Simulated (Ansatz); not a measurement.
# ScGeO3 (model structure, started from the PbTiO3 type, P4mm, No. 99, 5 atoms in the cell): lattice parameter c by level of theory

No measured value is used here.

```json
[
 {"level (code)": "LDA (Ansatz)", "value (Å)": "4.905"},
 {"level (code)": "PBEsol (Ansatz)", "value (Å)": "4.963"},
 {"level (code)": "r²SCAN (Ansatz)", "value (Å)": "[?]"}
]
```

Complete the blanks.


- r²SCAN (Ansatz, an electronic-structure program), value (Å): 4.981

Cutoffs differ between the levels. Ansatz's density-functional and Hartree–Fock values are scalar-relativistic unless marked +SOC, with PAW data made under PBE.

A model structure was made by putting elements into a prototype or built by hand; it is no filed structure, need not be a known phase, and can be a saddle point held by its symmetry.
